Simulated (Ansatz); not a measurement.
The starting structures come from a database of crystals and need not be the phases stable at ambient conditions.

 Where the default PAW files enter, the runs use the earlier of Ansatz's two default sets.

By PBEsol, the system below comes out a metal.

A figure of merit of an interconnect metal is its ballistic conductance per area.

Here is the system:

```
Cu
1.0
    2.46108     0.00000     0.00000
   -0.92225     2.28175     0.00000
    0.76942     1.14087     2.04042
Cu
1
Cartesian
  0.00000   0.00000   0.00000
```

Space group of this cell: I4/mmm. The cell is taken as given; by PBEsol its mean pressure is -1.5 GPa.

The current flows along the normal of the first two printed cell vectors, the (110) plane of the conventional cell. No spin-orbit coupling; the value is a mean over 0.1 eV about the Fermi level.

### Question
Give the ballistic conductance per area that PBEsol (Ansatz, a quantum-chemistry and plane-wave program) yields.

### Answer
1.1 × 10¹⁵ S/m² for both spins.
